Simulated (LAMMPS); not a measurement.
Pressure dependence of Al (fcc) at 560 K, from the crystal.

All values are model results, not measurements: classical MD, pair style eam/alloy, file AlCu.eam.alloy; code LAMMPS.

```
P (GPa)                                state                    volume       coordination number
-------  -----------------------------------  ------------------------  ------------------------
0        crystal; no diffusion seen in 30 ps  17.5146 ± 0.0009 Å³/atom  12.1 (counted to 3.58 Å)
2        crystal; no diffusion seen in 30 ps  16.9363 ± 0.0007 Å³/atom  12.0 (counted to 3.50 Å)
5        crystal; no diffusion seen in 30 ps  16.2585 ± 0.0003 Å³/atom  12.0 (counted to 3.46 Å)
```

Caution (rows 2; 5): a run this short can hold a crystal over, or a liquid under, the potential's own melting point, which these runs don't give.

Estimate the isothermal bulk modulus at zero pressure. A parabola P(ln V) through the three points gives −dP/d ln V = 53 GPa at zero pressure.

States go by the mean squared displacement: a species diffuses where it passes 1.5 Å², still rises and gives D over 1e-6 cm²/s; a crystal has left its structure where atoms lie 0.35 Å off their sites on average or a cubic box changes its shape by 3 %, or the axial ratios of another lie 8 % off the starting cell's, which the potential's own relaxation can also do.

Errors shown are sampling errors alone.
